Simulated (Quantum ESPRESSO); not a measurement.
Quantum ESPRESSO run on NiTe8Mo6 (P1, 15 atoms in the cell): self-consistent single point.

Method of the run: PBEsol, GBRV 1.5 ultrasoft (PBESOL) pseudopotentials (plane waves; Quantum ESPRESSO).

```yaml
crystal:
  lattice:
    - [7.23578, 0.00000, 0.00000]
    - [-0.00605, 7.26427, 0.00000]
    - [-0.69649, -0.15680, 7.28439]
  atoms:
    - { symbol: Ni, position: [0.82793, 0.93167, 0.50722] }
    - { symbol: Te, position: [0.79247, 0.77351, 0.80591] }
    - { symbol: Te, position: [0.20503, 0.22873, 0.21085] }
    - { symbol: Te, position: [0.90259, 0.25590, 0.63766] }
    - { symbol: Te, position: [0.10603, 0.75084, 0.37447] }
    - { symbol: Te, position: [0.26937, 0.62647, 0.86673] }
    - { symbol: Te, position: [0.73140, 0.37348, 0.12920] }
    - { symbol: Te, position: [0.58788, 0.88701, 0.24363] }
    - { symbol: Te, position: [0.38874, 0.11949, 0.73933] }
    - { symbol: Mo, position: [0.59046, 0.44362, 0.74744] }
    - { symbol: Mo, position: [0.41398, 0.54669, 0.24633] }
    - { symbol: Mo, position: [0.75651, 0.57096, 0.45767] }
    - { symbol: Mo, position: [0.24812, 0.42352, 0.54181] }
    - { symbol: Mo, position: [0.45988, 0.76029, 0.57697] }
    - { symbol: Mo, position: [0.54779, 0.24330, 0.42320] }
```

Reference input (self-consistent single point, DFT, PBEsol, plane waves, GBRV 1.5 ultrasoft (PBESOL) pseudopotentials): ecutwfc = 50 Ry; ecutrho = 400 Ry; occupations = smearing; smearing = marzari-vanderbilt; degauss = 0.0036749 Ry; potentials = {Ni: ni_pbesol_v1.4.uspp.F.UPF, Te: te_pbesol_v1.uspp.F.UPF, Mo: mo_pbesol_v1.uspp.F.UPF}; K_POINTS = automatic 3 3 3 0 0 0; conv_thr = 1e-11 Ry; mixing_beta = 0.3. This run's input differs from it in these lines:

```diff
@@ -11,4 +11,4 @@
   ntyp = 3,
-  ecutwfc = 50,
-  ecutrho = 400,
+  ecutwfc = 30,
+  ecutrho = 240,
   occupations = 'smearing',
```

Output, abridged:

```
     Self-consistent Calculation

     iteration #  1     ecut=    30.00 Ry     beta= 0.30

     total energy              =   -1385.95356637 Ry
     estimated scf accuracy    <      14.40199251 Ry

     iteration #  2     ecut=    30.00 Ry     beta= 0.30

     total energy              =   -1383.29246910 Ry
     estimated scf accuracy    <     109.10190165 Ry

     iteration #  3     ecut=    30.00 Ry     beta= 0.30

     total energy              =   -1390.61691819 Ry
     estimated scf accuracy    <       3.75299039 Ry

   [... 23 blocks of this kind left out ...]

     iteration # 27     ecut=    30.00 Ry     beta= 0.30

     total energy              =   -1390.62666170 Ry
     estimated scf accuracy    <          2.9E-11 Ry

     iteration # 28     ecut=    30.00 Ry     beta= 0.30
     End of self-consistent calculation

     the Fermi energy is     9.4511 ev

!    total energy              =   -1390.62666170 Ry
     estimated scf accuracy    <          4.6E-12 Ry
     smearing contrib. (-TS)   =       0.00020558 Ry
     internal energy E=F+TS    =   -1390.62686728 Ry

     convergence has been achieved in  28 iterations

     Forces acting on atoms (cartesian axes, Ry/au):

     atom    1 type  1   force =    -0.01022238   -0.01066765   -0.00194232
     atom    2 type  2   force =    -0.01226987   -0.00921949   -0.01854191
     atom    3 type  2   force =     0.01198389    0.01392781    0.01764361
     atom    4 type  2   force =    -0.00909932    0.00457548   -0.01083397
     atom    5 type  2   force =     0.00612705   -0.00831055    0.01197511
   [... lines left out ...]

     Total force =     0.085803     Total SCF correction =     0.000004

          total   stress  (Ry/bohr**3)                   (kbar)     P=     -133.93
  -0.00090623  -0.00000071   0.00000720         -133.31       -0.10        1.06
  -0.00000071  -0.00092053  -0.00000081           -0.10     -135.42       -0.12
   0.00000720  -0.00000081  -0.00090449            1.06       -0.12     -133.06

   JOB DONE.
```

The run converged in 28 iterations. Against the reference run the free energy goes up by 161 meV/atom, the pressure goes from -6.74 to -13.39 GPa and the largest force goes from 0.759 to 0.747 eV/Å.

The starting cell comes from a database of computed structures (which also holds hypothetical and non-ambient phases and stackings), without a prior relaxation at this level. Its lattice was rescaled by a random factor within 2.5 % of one. Spin polarisation is off, so a magnetic state, if there is one, cannot be reached. At the lowered cutoff the pressure carries the error of an incomplete plane-wave basis.

Cost on one core of a shared machine: roughly 10 min.
